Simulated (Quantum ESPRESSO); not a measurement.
Worked example: self-consistent single point of Mg16Al12W (R3m, 29 atoms in the cell) in Quantum ESPRESSO.

Computed with PBEsol, SSSP 1.1.2 efficiency (PBE) pseudopotentials (plane waves; Quantum ESPRESSO).

```xyz
29
Lattice="7.1899 4.1511 3.1062 -7.1899 4.1511 3.1062 0.0000 -8.3022 3.1062" Properties=species:S:1:pos:R:3 pbc="T T T"
Mg     0.0000     0.0000     9.2627
Mg     0.0000    -5.3338     2.0582
Mg     4.6192     2.6669     2.0582
Mg    -4.6192     2.6669     2.0582
Mg     0.0000     2.3352     4.5710
Mg    -2.0224    -1.1676     4.5710
Mg     2.0224    -1.1676     4.5710
Mg     0.0000    -3.2694     4.1905
Mg     2.8314     1.6347     4.1905
Mg    -2.8314     1.6347     4.1905
Mg    -1.9864     4.4782     3.3809
Mg    -2.8850    -3.9594     3.3809
Mg     4.8715    -0.5188     3.3809
Mg    -4.8715    -0.5188     3.3809
Mg     1.9864     4.4782     3.3809
Mg     2.8850    -3.9594     3.3809
Al     0.0000    -1.5731     6.6343
Al     1.3623     0.7866     6.6343
Al    -1.3623     0.7866     6.6343
Al     0.0000     5.1313     5.6526
Al    -4.4438    -2.5656     5.6526
Al     4.4438    -2.5656     5.6526
Al    -1.2956     2.2621     1.7108
Al    -1.3113    -2.2531     1.7108
Al     2.6069    -0.0091     1.7108
Al    -2.6069    -0.0091     1.7108
Al     1.2956     2.2621     1.7108
Al     1.3113    -2.2531     1.7108
W      0.0000     0.0000     2.6902
```

Reference input (self-consistent single point, DFT, PBEsol, plane waves, SSSP 1.1.2 efficiency (PBE) pseudopotentials): ecutwfc = 40 Ry; ecutrho = 320 Ry; occupations = smearing; smearing = gauss; degauss = 0.0147 Ry; input_dft = pbesol; K_POINTS = automatic 3 3 3 0 0 0; conv_thr = 1e-10 Ry. This run's input differs from it in these lines:

```diff
@@ -16,4 +16,4 @@
   occupations = 'smearing'
-  smearing = 'gauss'
-  degauss = 0.0147
+  smearing = 'fd'
+  degauss = 0.0036749
   input_dft = 'pbesol'
```

The program printed (abridged):

```
     Self-consistent Calculation

     iteration #  1     ecut=    40.00 Ry     beta= 0.70

---- Real-time Memory Report at c_bands before calling an iterative solver
          2287 MiB given to the printing process from OS
           355 MiB allocation reported by mallinfo(arena+hblkhd)
------------------

     negative rho (up, down):  6.818E-02 0.000E+00

     total energy              =   -1143.43611541 Ry
     estimated scf accuracy    <       2.69931777 Ry

     iteration #  2     ecut=    40.00 Ry     beta= 0.70

---- Real-time Memory Report at c_bands before calling an iterative solver
   [... lines left out ...]
          2553 MiB given to the printing process from OS
           441 MiB allocation reported by mallinfo(arena+hblkhd)
------------------

     negative rho (up, down):  6.647E-02 0.000E+00

     total energy              =   -1145.40428277 Ry
     estimated scf accuracy    <          2.3E-09 Ry

     iteration # 22     ecut=    40.00 Ry     beta= 0.70

---- Real-time Memory Report at c_bands before calling an iterative solver
          2553 MiB given to the printing process from OS
           441 MiB allocation reported by mallinfo(arena+hblkhd)
------------------

     negative rho (up, down):  6.647E-02 0.000E+00
     End of self-consistent calculation

     the Fermi energy is     5.7885 ev

!    total energy              =   -1145.40428277 Ry
     estimated scf accuracy    <          4.8E-11 Ry
     smearing contrib. (-TS)   =      -0.00735975 Ry
     internal energy E=F+TS    =   -1145.39692303 Ry

      -> PAW hartree energy AE =      31.09372288 Ry
      -> PAW hartree energy PS =     -31.00067930 Ry
      -> PAW xc energy AE      =    -936.42999725 Ry
      -> PAW xc energy PS      =      44.16110783 Ry
      -> total E_H with PAW    =      68.65104182 Ry
      -> total E_XC with PAW   =    -989.59290613 Ry

     convergence has been achieved in  22 iterations

     negative rho (up, down):  6.647E-02 0.000E+00

     Forces acting on atoms (cartesian axes, Ry/au):

   [... lines left out ...]
     Total force =     0.006171     Total SCF correction =     0.000009
   [... lines left out ...]

     negative rho (up, down):  6.647E-02 0.000E+00
          total   stress  (Ry/bohr**3)                   (kbar)     P=        1.75
   0.00001795  -0.00000000   0.00000000            2.64       -0.00        0.00
   0.00000000   0.00001795   0.00000000            0.00        2.64        0.00
   0.00000000   0.00000000  -0.00000018            0.00        0.00       -0.03

   JOB DONE.
```

The run converged in 22 iterations. Against the reference run the free energy goes up by 2.5 meV/atom, the pressure moves little (0.20 to 0.18 GPa) and the largest force moves little (0.084 to 0.080 eV/Å).

The starting cell comes from a database of computed structures (which also holds hypothetical and non-ambient phases and stackings), without a prior relaxation at this level. Spin polarisation is off.

Cost on one core of a shared machine: roughly 10 min.
